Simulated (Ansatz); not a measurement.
The starting structures come from a database of crystals and need not be the phases stable at ambient conditions.

Inside the gap of an insulator the Bloch states are evanescent, with a wavenumber k + iκ along the transport direction.

Consider the following.

```yaml
crystal:
  lattice:
    - [6.21433, 0.00000, 0.00000]
    - [0.15610, 8.68275, 0.00000]
    - [-3.02911, 4.34137, 3.06214]
  atoms:
    - { symbol: Ba, position: [0.00829, 0.75264, 0.00000] }
    - { symbol: Ba, position: [0.99171, 0.24736, 0.00000] }
    - { symbol: Sr, position: [0.50000, 0.00000, 0.00000] }
    - { symbol: W, position: [0.50000, 0.50000, 0.00000] }
    - { symbol: O, position: [0.05559, 0.76758, 0.54774] }
    - { symbol: O, position: [0.94441, 0.23242, 0.45226] }
    - { symbol: O, position: [0.49215, 0.68468, 0.54774] }
    - { symbol: O, position: [0.50785, 0.31532, 0.45226] }
    - { symbol: O, position: [0.42592, 0.28086, 0.00000] }
    - { symbol: O, position: [0.57408, 0.71914, 0.00000] }
```

Space group of this cell: C2/m. The cell is taken as given; by PBEsol its mean pressure is -7.6 GPa.

Transport runs along the normal of the first two printed cell vectors.

The gap is the functional's own. No spin-orbit coupling. Mid-gap values are interpolated on the energy grid.

Problem. Predict the band gap and the smallest decay constant κ at mid-gap from PBEsol run with Ansatz (a quantum-chemistry and plane-wave program).

Solution. Gap 2.72 eV on a 10×10×10 mesh; κ = 0.331 1/Å, at the zone centre.
